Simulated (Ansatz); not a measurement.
**ZrC in the rock salt structure (space group Fm-3m, No. 225)**

Space group Fm-3m (No. 225); a = b = c = 4.669 Å, α = β = γ = 90.00°

```json
[
 {"atom": "Zr", "site": "4a", "symmetry": "m-3m", "x": "0.0000", "y": "0.0000", "z": "0.0000"},
 {"atom": "C", "site": "4b", "symmetry": "m-3m", "x": "0.5000", "y": "0.5000", "z": "0.5000"}
]
```
(The calculation used a cell of 2 atoms; values per cell refer to that cell.)

Method: Ansatz (a first-principles code), PBEsol, PAW, cutoff 420 eV, spin-orbit coupling left out. Γ-centred 17×17×17 mesh, Fermi–Dirac width 0.05 eV.

The volume per atom comes out as 12.72 Å³ and the density comes out as 6.74 g/cm³. The band gap comes out as zero. The total energy is -2188.586 eV/atom (σ→0; compares only within this code and set-up).

No phonon test of stability was made. All final runs are without spin polarisation.
